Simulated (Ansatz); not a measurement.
Base system: MgO in the rock salt structure (space group Fm-3m, No. 225; a = 4.214 Å).

Method: PBEsol/PAW in Ansatz (a quantum-chemistry and plane-wave program), spin-orbit coupling left out.

For the base:

The width of the top valence band is 1.79 eV. The electron mass is 0.34 mₑ (at Γ), the band gap is 4.62 eV and the pressure is 0.01 GPa.

One thing is altered: every lattice vector is stretched by 1.50 %; the atoms relax in the strained cell.

Problem. Predict the new width of the top valence band.

Solution. The width of the top valence band shrinks by 0.08 eV to 1.71 eV.

Problem. How does this affect the electron mass?

Solution. The electron mass becomes 0.32 mₑ (at Γ) (base: 0.34 mₑ (at Γ)).

Problem. What does the calculation give for the band gap after the change?

Solution. The band gap falls by 0.41 eV, from 4.62 eV to 4.21 eV.

Problem. Predict the new pressure.

Solution. The pressure drops by 6.412 GPa (0.01 GPa → -6.41 GPa).

Problem. How does this affect the energy relative to the base?

Solution. The energy rises by 8.9 meV/atom.

Effective masses come from finite differences of ±0.01 Å⁻¹. Gaps are read on the SCF mesh and a high-symmetry path. Whether these cells are dynamically stable was not tested.
